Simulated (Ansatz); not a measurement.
Input:

```xyz
1
Lattice="0.0000 1.8796 1.8796 1.8796 0.0000 1.8796 1.8796 1.8796 0.0000" Properties=species:S:1:pos:R:3 pbc="T T T"
Rh     0.0000     0.0000     0.0000
```

Level of theory: PBEsol, DFPT electron-phonon coupling, linearised Boltzmann equation (plane waves, PAW, scalar-relativistic; Ansatz, a program for electronic structure). Condition of this run: hydrostatic pressure 5 GPa (the target of the relaxation). How the cell was made: relaxed with this functional, without spin-orbit coupling, then loaded as said.

**Question.** Estimate the phonon-limited resistivity at 300 K, by direction if it differs.

**Answer.** 4.0 μΩ·cm.

**Question.** How long is the mean free path there?

**Answer.** 8.9 nm, weighted by the current that each state carries. Wires not much wider than this gain resistivity from their walls.

A metal at this level (no band gap). Only scattering by harmonic phonons is included (no impurities, grain boundaries, electron-electron scattering or thermal expansion). Spin-orbit coupling is left out. Halving the electron mesh (40x40x40) moves the resistivity by up to 6 % at 300 K, the mean free path by up to 1 %. Smearing 0.20 eV; phonons on a 6x6x6 q mesh, which this run doesn't test.
